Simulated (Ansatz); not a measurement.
## hcp Mg (0 0 1) on cubic SrTiO3 (1 1 1) (film strained to the substrate, started from cuts of the bulks and a machine-learned relaxation; slabs Sr6O18Ti5 and Mg12, which can lie off the formulas)

A periodic stack without vacuum, hcp Mg (0 0 1) on cubic SrTiO3 (1 1 1) (film strained to the substrate, started from cuts of the bulks and a machine-learned relaxation; slabs Sr6O18Ti5 and Mg12, which can lie off the formulas): substrate slab Sr6O18Ti5, film Mg12, surface cells [[-1, 1], [-1, 0]] and [[1, -1], [2, 1]], film strained by +0.5 and +0.5 %, outermost planes OSr/OSr and Mg/Mg as cut, which need not be the usual terminations and can put a slab off its formula.

The start was prepared with a machine-learned potential, and the result is one local minimum, with the in-plane cell held and forces under 0.04 eV/Å; the film can end far from its bulk form.

These are PBE (plane waves to 420 eV, PAW; Ansatz, an electronic-structure program) values and carry that method's errors. No spin–orbit coupling; the runs are not spin-polarised; PBE gaps are too small against experiment. Its k-point mesh 6×6×1, Fermi–Dirac width 0.05 eV.

```
Item                                                                                       Result
--------------------------------------------------------------------------------  ---------------
interface area                                                                            26.8 Å²
period                                                                                    24.24 Å
heights between the nearest atoms of the two slabs at the two interfaces          0.82 and 0.95 Å
Mg–Sr contacts across the interfaces within 1.22 times the sum of covalent radii  15, mean 3.54 Å
Mg–O contacts across the interfaces within 1.22 times the sum of covalent radii   12, mean 2.01 Å
Mg–Ti contacts across the interfaces within 1.22 times the sum of covalent radii   2, mean 2.66 Å
```

```
CELL_PARAMETERS angstrom
      5.56751     0.00003    -0.05103
      2.78261     4.82086    -0.11424
     -1.16904     1.19206    24.23001
ATOMIC_POSITIONS crystal
  Sr 0.60633 0.72617 0.05747
  O  0.05315 0.25776 0.04463
  O  0.13173 0.74201 0.04647
  O  0.61666 0.18061 0.04661
  Sr 0.30188 0.38166 0.14400
  Ti 0.95390 0.05435 0.09950
  O  0.83241 0.85302 0.14477
  O  0.77395 0.38329 0.14316
  O  0.30367 0.91228 0.14291
  Sr 0.99771 0.03409 0.23861
  Ti 0.65016 0.70731 0.19360
  O  0.46745 0.55859 0.23625
  O  0.52147 0.03148 0.23875
  O  0.99455 0.50581 0.23903
  Sr 0.69534 0.68833 0.33271
  Ti 0.34682 0.36171 0.28540
  O  0.22601 0.16463 0.33451
  O  0.17228 0.69129 0.33134
  O  0.69891 0.21689 0.33103
  Sr 0.38934 0.34138 0.42562
  Ti 0.04252 0.01522 0.37763
  O  0.85812 0.86756 0.42420
  O  0.91534 0.33762 0.42778
  O  0.38682 0.80757 0.42816
  Sr 0.08718 0.00198 0.51317
  Ti 0.73985 0.67218 0.47210
  O  0.64996 0.47167 0.52980
  O  0.56324 0.99003 0.52159
  O  0.07773 0.54905 0.52220
  Mg 0.43571 0.33099 0.56363
  Mg 0.17276 0.74752 0.67144
  Mg 0.78068 0.67128 0.58270
  Mg 0.48994 0.08447 0.67752
  Mg 0.85734 0.08123 0.77842
  Mg 0.18609 0.41822 0.77908
  Mg 0.88691 0.73341 0.88818
  Mg 0.22751 0.07071 0.88755
  Mg 0.52123 0.74633 0.78050
  Mg 0.54409 0.41041 0.88749
  Mg 0.91470 0.06671 0.99033
  Mg 0.25610 0.39989 0.00543
```
